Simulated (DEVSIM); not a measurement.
Structure: illuminated Si n-on-p cell, one wavelength, with a back-surface field, at 300 K.

Layer 1 from the left is Si, thickness (μm) 0.110, Nd (cm⁻³) 4.3e18, τn (s) 6.3e-6, τp (s) 1.8e-6, absorption coefficient (cm⁻¹) 120. Layer 2 from the left is Si, thickness (μm) 110, Na (cm⁻³) 4.5e16, τn (s) 3e-5, τp (s) 3e-5, absorption coefficient (cm⁻¹) 120. Layer 3 from the left is Si, thickness (μm) 1.60, Na (cm⁻³) 7.2e18, τn (s) 3e-5, τp (s) 3e-5, absorption coefficient (cm⁻¹) 120.

Left contact: ohmic, minority hole recombination velocity 100 cm/s. Right contact: ohmic, minority electron recombination velocity 4e5 cm/s. Voltage is applied to the left contact. Recombination: SRH at mid-gap, radiative, Auger. Gap narrowing is on: ΔEg = 6.92 meV × (l + √(l² + 0.5)), l = ln(N/1.3e17 cm⁻³), shared equally by both band edges. Light enters at the left, 7.5e16 photons cm⁻² s⁻¹, one pass, no reflection. Mobility is constant in doping.

This is a model device: material constants are rounded textbook-type values typed into the input, and sizes, dopings and lifetimes were drawn at random. Values at 300 K.

Si: gap (eV) 1.124, affinity (eV) 4.05, permittivity 11.7, Nc (cm⁻³) 2.86e19, Nv (cm⁻³) 3.1e19, μn (cm²/Vs) 1417, μp (cm²/Vs) 470, B (cm³/s) 4.7e-15, Cn (cm⁶/s) 2.8e-31, Cp (cm⁶/s) 9.9e-32.

Simulated with DEVSIM: 1D drift-diffusion, Boltzmann statistics, complete ionisation; no tunnelling, impact ionisation, image-force lowering or self-heating.

Task: What does the simulation give for the share of generated pairs collected at short circuit, the short-circuit current, the dark forward voltage at 100 A/cm²?

Result: share of generated pairs collected at short circuit 0.716; short-circuit current 6.35 mA/cm²; dark forward voltage at 100 A/cm² 0.858 V.
